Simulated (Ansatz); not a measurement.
The parent structure is Zr in the hcp (Mg type) structure (space group P6_3/mmc, No. 194; relaxed with 0.1 eV smearing).

```
CELL_PARAMETERS angstrom
      3.23041     0.00000     0.00000
     -1.61520     2.79762     0.00000
      0.00000     0.00000     5.17879
ATOMIC_POSITIONS crystal
  Zr 0.66667 0.33333 0.75000
  Zr 0.33333 0.66667 0.25000
```

The values are results of PBE/PAW in Ansatz (a program for electronic structure), spin-orbit coupling left out, not measurements.

Strains are applied to the cell and any free atomic positions relax.

One change was made to it. Results:

```csv
quantity,base,after
"pressure (mean of the normal stresses, compression positive)",0.0 GPa,9.9 GPa
energy relative to the base (free energy F),0 meV/atom,+59 meV/atom
band gap,zero,zero
```

Question: Which of these changes matches the shifts?
(A) isotropic strain −3.00 %
(B) isotropic strain −1.00 %
(C) isotropic strain −1.50 %
(D) isotropic strain +1.50 %
(E) isotropic strain +1.00 %

Answer: A, isotropic strain −3.00 %. For comparison, the energy relative to the base in the other runs: isotropic strain +1.50 % gives +13 meV/atom; isotropic strain −1.00 % gives +6.3 meV/atom; isotropic strain +1.00 % gives +6.0 meV/atom; isotropic strain −1.50 % gives +14 meV/atom.

Whether these cells are dynamically stable was not tested. All final runs are without spin polarisation.
